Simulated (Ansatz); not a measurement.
## Worked example: self-consistent single point of HfMo (R-3m, 2 atoms in the cell) in Ansatz

Method: PBE (plane waves, PAW; Ansatz, a program for electronic structure).

The input file:

Ansatz 0.2 input:
```yaml
# HfMo
crystal:
  lattice:
    - [1.542359, 0.890481, 4.927931]
    - [-1.542359, 0.890481, 4.927931]
    - [0.000000, -1.780962, 4.927931]
  atoms:
    - { symbol: Mo, position_ang: [0.000000, 0.000000, 0.000000] }
    - { symbol: Hf, position_ang: [0.000000, 0.000000, 7.391896] }
kpoints:
  mp_grid: { grid: [16, 16, 16] }
hamiltonian:
  xc: pbe
  pseudopotentials: { kind: paw }
scf:
  occupations: { method: cold, width: 0.0073 Ry }
output:
  forces: true
  eigenvalues: true
  stress: true
```

The program printed (abridged):

```
WARN basis.ecutwfc = 420 eV, the default
WARN ansatz: RAYON_NUM_THREADS=1 ignored (pool sized by the plan → 1); use --threads N
basis.fft_grid_basis auto: the FFT boxes are laid along the combinations [[1, 0, -1], [0, 1, -1], [0, 0, 1]] of the cell's own vectors, 3.085, 3.085 and 5.240 …
Pseudopotentials: kind: paw
Pseudopotential: Mo, paw, valence charge 14
Pseudopotential: Hf, paw, valence charge 26
Crystal: 2 atoms, lattice volume = 40.609 Å³
Basis set: ecut = 420 eV, 803 PW (Γ), FFT grids on a1−a3, a2−a3, a3, exchange–correlation on 48×48×72 points (8 copies of the dense FFT grid, shifted against one another)
Bands: 24, of which v1, the nominal top of the filled ones, is band 20 counted from 1 (19 counted from 0)
Symmetry: 12 space group operations
Space group: R-3m (ITA 166), of the structure as read, at distance tolerance 3.4e-5 Å
k-points: 417 of 4096
Initial density: superposition of atomic densities (neutral atoms: chi_scale 0, normalization atom), corrected by the library's trained network
Initial wavefunctions: pseudopotential atomic-orbital guess
Eigensolver: davidson
Functional: x = pbe(κ = 0.804, μ = 0.2195149727645171), c = pbe(β = 0.06672455060314922)
SCF iter   1: F=—  HF=-20676.544726 eV  |F-HF|=—  |Δ(HF+E_count)|=         —  Δρ=7.89e-3  dr2=6.22e-2  ethr=1.77e-3  ⟨swp⟩=4.7  Hψ=36119  notcnv=0
all-band conjugate gradients solve this SCF's bands
preconditioner: auto → Kerker (q_TF=auto, 2.721 Å⁻¹)
SCF iter   2: F=—  HF=-20676.541936 eV  |F-HF|=—  |Δ(HF+E_count)|=   2.79e-3  S|Δr|=    0.00e0  Δρ=4.11e-3  dr2=1.51e-2  ethr=1.56e-4  ⟨swp⟩=1.0  Hψ=13349  notcnv=0
SCF iter   3: F=—  HF=-20676.540983 eV  |F-HF|=—  |Δ(HF+E_count)|=   9.53e-4  S|Δr|=    0.00e0  Δρ=6.46e-4  dr2=1.66e-4  ethr=3.77e-5  ⟨swp⟩=1.3  Hψ=10141  notcnv=0
SCF iter   4: F=—  HF=-20676.540963 eV  |F-HF|=—  |Δ(HF+E_count)|=   2.04e-5  S|Δr|=    0.00e0  Δρ=4.19e-4  dr2=4.22e-5  ethr=4.15e-7  ⟨swp⟩=2.0  Hψ=18330  notcnv=0
SCF iter   5: F=—  HF=-20676.540926 eV  |F-HF|=—  |Δ(HF+E_count)|=   3.71e-5  S|Δr|=    0.00e0  Δρ=1.73e-4  dr2=7.22e-6  ethr=1.05e-7  ⟨swp⟩=2.0  Hψ=12926  notcnv=0
SCF iter   6: F=—  HF=-20676.540919 eV  |F-HF|=—  |Δ(HF+E_count)|=   7.01e-6  S|Δr|=    0.00e0  Δρ=3.30e-5  dr2=4.58e-7  ethr=1.80e-8  ⟨swp⟩=2.0  Hψ=16329  notcnv=0
SCF iter   7: F=-20676.540918 eV  HF=-20676.540918 eV  |F-HF|=1.54e-8  |Δ(HF+E_count)|=   1.40e-7  S|Δr|=    0.00e0  Δρ=5.02e-6  dr2=1.17e-8  ethr=2.50e-10  ⟨swp⟩=4.2  Hψ=35311  notcnv=0
the search or the solves at the SCF's close seem to have found levels that the self-consistency loop had missed (the run counts 2) …
SCF 1 converged in 7 iterations: F = -20676.540918 eV  dr2 = 1.17e-8
SCF converged after 7 iterations
Stability not checked (fill_not_monotonic)
Free energy (F): -20676.540918 eV
Harris-Foulkes:  -20676.540918 eV  (|F-HF|=1.54e-8)
Internal energy: -20676.541374 eV  (E = F + TS)
E sigma→0 (E₀):  -20676.541070 eV
Entropy (-TS):   0.000456 eV (0.228 meV/atom)
Fermi energy:    18.560185 eV
--- Per-component energies (eV) ---
  E_band       = -73.924849
  E_kinetic    = 860.343547
  E_local      = -6400.499731  (includes V_loc(G=0)·N_el)
  E_nonlocal   = -1100.969767
  E_hartree    = 2890.914142
  E_xc         = -481.520158
  E_vxc        = -492.365235  (∫ρ·V_xc dr)
  E_paw        = -10129.110271  (= ΣΔE_a)
  E_vpaw       = 1277.734970  (= ΣTr[D̂ρ^β])
  E_aug_tail   = 0.000039  (compensation charges beyond the density's cutoff)
  E_ewald      = -6315.699176
  E_smearing   = 0.000456  (= −TS)
  E_closure    = 0.000000  (closes the sum)
  Σ components = -20676.540918   (vs F -20676.540918, Δ=0.00e0)
--- Forces (eV/Å), atoms counted from 1 ---
  atom   1  Mo    -0.00000000    -0.00000000     0.00000000
  atom   2  Hf     0.00000000     0.00000000     0.00000000
  max |Σ_I F_I| component: 5.26e-31 eV/Å
--- Stress (GPa, compression-positive) ---
       -7.956749       0.000000      -0.000000
        0.000000      -7.956749       0.000000
        0.000000       0.000000     -14.020543
  P = ⅓ Tr σ = -9.9780 GPa (-99.780 kbar)
  The stress holds the Pulay correction. Without it, at fixed plane waves, as pw.x and ABINIT print it: P = -10.0181 GPa
--- Band table (eV; the first three rows and the last of 417) ---
  k-point 0: bands = ["-43.0918", "-42.1339", "-16.2315", "-15.9453", "-15.9453", "-11.7167", "-11.4013", "-11.4013", "6.9072", "6.9771", "6.9771", "6.9795", "7.0143", "7.0143", "7.0169", "11.7225", "14.8858", "18.1575", "18.1575", "18.9183", [...]
  k-point 1: bands = ["-43.0895", "-42.1321", "-16.2279", "-15.9619", "-15.9492", "-11.7142", "-11.4331", "-11.4085", "6.9097", "6.9766", "6.9782", "6.9807", "7.0124", "7.0130", "7.0147", "11.8511", "14.9979", "18.0593", "18.2411", "18.6862", [...]
  k-point 2: bands = ["-43.0830", "-42.1270", "-16.2179", "-16.0089", "-15.9603", "-11.7071", "-11.5230", "-11.4291", "6.9168", "6.9750", "6.9814", "6.9844", "7.0038", "7.0073", "7.0139", "12.2246", "15.3173", "17.7824", "18.2430", "18.4836", [...]
  k-point 416: bands = ["-43.0896", "-42.1366", "-16.2008", "-15.9448", "-15.9448", "-11.7721", "-11.4027", "-11.4027", "6.9065", "6.9757", "6.9757", "6.9777", "7.0126", "7.0126", "7.0169", "13.1573", "14.2034", "17.5115", "18.3916", "18.3916", [...]
```

The run converged in 7 iterations.

The starting cell was generated: these elements placed on a structure prototype, without a prior relaxation; it need not be a known phase or ordering of this composition. Spin-orbit coupling is off. Spin polarisation is off. With a pressure of about -10 GPa the cell is away from its equilibrium volume at this level. Ansatz's pressure includes its estimate of the finite-basis (Pulay) stress.
